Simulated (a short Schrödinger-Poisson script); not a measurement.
From a short Schrödinger-Poisson script (our own, NumPy): 1D Poisson equation in equilibrium, electrons quantum, Hartree plus LDA exchange-correlation (BenDaniel-Duke, 12 states a valley, the channel's in-plane mass for all, wave functions ending at the dielectric), parabolic valleys, classical holes, full ionisation, no traps, pinning or gate leakage.

Structure: symmetric double-gate stack, SiO2 on p-type GaN, at 300 K.

From the gate side: 0.9 nm SiO2; 5 nm GaN, acceptors 2e18 cm⁻³; 0.9 nm SiO2.

The device is made up for the run: typed textbook-type constants, with dimensions and the other settings drawn at random. SiO2: permittivity 3.9, conduction-band edge (eV) 3.2, gap (eV) 9, electron mass (mₑ) 0.5. GaN: permittivity 9.5, conduction-band edge (eV) 0, gap (eV) 3.43, Nv at 300 K (cm⁻³) 4.6e19.

Channel valleys (confinement mass, in-plane density-of-states mass, number): Γ 0.2, 0.2, 1. At the gates, both at one voltage, the conduction-band edge of layer 1 lies 3.66 eV − eVg above the Fermi level of the channel. Gaps are held at their typed values at every temperature. Mesh 0.03 nm at interfaces.

**Question.** Give the sheet density of all electrons at Vg = 0.55 V (cm⁻²); the lowest subband against the Fermi level at Vg = 1.15 V (meV); the gate voltage at 1e11 electrons/cm² (V).

**Answer.** sheet density of all electrons at Vg = 0.55 V (cm⁻²): 7.91e11; lowest subband against the Fermi level at Vg = 1.15 V (meV): -160; gate voltage at 1e11 electrons/cm² (V): 0.48. In real p-type GaN the Mg acceptor is only partly ionised, and so wide a gap doesn't supply an inversion layer without source and drain.
